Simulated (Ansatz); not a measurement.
Ansatz (a first-principles code) run on Li3As (P6_3/mmc, 8 atoms in the cell): dielectric-response calculation.

Computed with LDA (PW92), default PAW files made with PBE (plane waves; Ansatz).

```yaml
crystal:
  lattice:
    - [4.35449, 0.00000, 0.00000]
    - [-2.17725, 3.77110, 0.00000]
    - [0.00000, 0.00000, 7.76885]
  atoms:
    - { symbol: Li, position: [0.00000, 0.00000, 0.25000] }
    - { symbol: Li, position: [0.00000, 0.00000, 0.75000] }
    - { symbol: Li, position: [0.33333, 0.66667, 0.58522] }
    - { symbol: Li, position: [0.66667, 0.33333, 0.41478] }
    - { symbol: Li, position: [0.66667, 0.33333, 0.08522] }
    - { symbol: Li, position: [0.33333, 0.66667, 0.91478] }
    - { symbol: As, position: [0.33333, 0.66667, 0.25000] }
    - { symbol: As, position: [0.66667, 0.33333, 0.75000] }
```

Reference input (self-consistent single point, DFT, LDA (PW92), plane waves, default PAW files made with PBE): basis.ecutwfc = 420 eV; kpoints.mp_grid.grid = 7 7 3; hamiltonian.xc = lda; hamiltonian.pseudopotentials = {kind: paw} (the program's default PAW files); scf.occupations.method = fixed. This run's input differs from it in these lines:

Ansatz 0.2 input:
```diff
@@ -18,3 +18,3 @@
   mp_grid:
-    grid: [7, 7, 3]
+    grid: [10, 10, 5]
 hamiltonian:
@@ -26,6 +26,4 @@
     method: fixed
-output:
-  forces: true
-  eigenvalues: true
-  stress: true
+dielectric:
+  field_mesh: kpoints
```

Output, abridged:

```
SCF iter   1: F=—  HF=-10763.293289 eV  |F-HF|=—  |Δ(HF+E_count)|=         —  Δρ=5.61e-3  dr2=1.48e-2  ethr=1.77e-3  ⟨swp⟩=4.5  Hψ=14708  notcnv=0  defer=735
all-band conjugate gradients solve this SCF's bands
preconditioner: auto → Resta (q_TF=auto, 2.318 Å⁻¹)
SCF iter   2: F=—  HF=-10763.267807 eV  |F-HF|=—  |Δ(HF+E_count)|=   2.55e-2  Δρ=2.57e-3  dr2=3.37e-3  ethr=3.09e-5  ⟨swp⟩=2.0  Hψ=9309  notcnv=0  defer=843
   [... lines left out ...]
SCF iter   6: F=—  HF=-10763.263295 eV  |F-HF|=—  |Δ(HF+E_count)|=   1.47e-7  Δρ=1.04e-5  dr2=1.27e-7  ethr=1.63e-9  ⟨swp⟩=2.0  Hψ=6598  notcnv=0  defer=364
SCF iter   7: F=—  HF=-10763.263295 eV  |F-HF|=—  |Δ(HF+E_count)|=   5.76e-8  Δρ=1.24e-6  dr2=3.15e-9  ethr=2.65e-10  ⟨swp⟩=2.0  Hψ=4599  notcnv=0  defer=364
SCF iter   8: F=—  HF=-10763.263295 eV  |F-HF|=—  |Δ(HF+E_count)|=   1.18e-9  Δρ=2.23e-7  dr2=1.04e-10  ethr=6.57e-12  ⟨swp⟩=2.0  Hψ=4904  notcnv=0  defer=364
SCF iter   9: F=-10763.263295 eV  HF=-10763.263295 eV  |F-HF|=1.82e-12  |Δ(HF+E_count)|=  1.27e-11  Δρ=2.61e-8  dr2=1.24e-12  ethr=1.00e-12  ⟨swp⟩=8.3  Hψ=18100  notcnv=0
SCF 1 converged in 9 iterations: F = -10763.263295 eV  dr2 = 1.24e-12
DFPT response loops at Γ: preconditioner auto → Resta (q_TF=auto, 2.318 Å⁻¹)  ε∞=9.2 (no band partly filled) …
   [... lines left out ...]
WARN: field response: the 10×10×5 k-mesh looks too coarse for the field response at k = (0.0000, 0.0000, 0.0000), direct gap 1.745 eV …
Free energy (F): -10763.263295 eV
Fermi energy:    4.161828 eV
   [... lines left out ...]
         0.00000   -2.56189    0.00000
         0.00000    0.00000   -2.46333
    site 7:
        -2.56189    0.00000   -0.00000
         0.00000   -2.56189    0.00000
         0.00000    0.00000   -2.46333
  Z* charge neutrality: 7.940e-6 e pre-enforcement
  k-mesh period / interband length: 38.8 Å / 3.08 Å = 12.63 at k = (0.0000, 0.0000, 0.0000), direct gap 1.745 eV — UNDER 14: by this measure the k-mesh is too coarse for the response
```

The run converged in 9 iterations. 

Summary of the result:
```
Item                                                                                                                                                        Result
----------------------------------------------------------------------------------------  ------------------------------------------------------------------------
Free energy E − TS (on the zero of these files)                                                                                                     -10763.2633 eV
Top of the valence band (on the code's own zero)                                                                                                           4.16 eV
Gap on the k-point mesh                                                                                                                                    0.70 eV
ε∞ at this k-point mesh, which may be far from converged in small-gap cells (xx, yy, zz)                                                          7.49, 7.49, 7.53
Born charges at this mesh (mean of the diagonal, e)                                       Li 0.80, Li 0.80, Li 0.86, Li 0.86, Li 0.86, Li 0.86, As -2.53, As -2.53
```

The starting cell comes from a database of computed structures (which also holds hypothetical and non-ambient phases and stackings), without a prior relaxation at this level. Its lattice was rescaled by up to half a per cent.

Cost on one core of a shared machine: roughly 4 min.
